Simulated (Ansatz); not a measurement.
The reference is KTaO3 in the cubic perovskite structure (space group Pm-3m, No. 221; a = 3.985 Å). Axes: x, y, z lie along the cube axes.

All numbers come from plane-wave PAW DFT at the PBEsol level (Ansatz, a first-principles code, 420 eV), scalar-relativistic without spin-orbit coupling.

Base values:

```
Property           Result
---------------  --------
Volume per atom  12.66 Å³
```

Modification: compressive biaxial strain of 0.50 % in the plane normal to [111], as in epitaxy on a mismatched substrate; the out-of-plane cell vector and the atoms relax.

Estimate the effect on the volume per atom, energy relative to the base and in-plane stress.

The volume per atom decreases by 0.075 Å³ (12.66 Å³ → 12.58 Å³); the energy goes up by 0.8 meV/atom; the mean in-plane stress (compression positive) comes out as +1.8 GPa.

Stability against distortions was not tested.
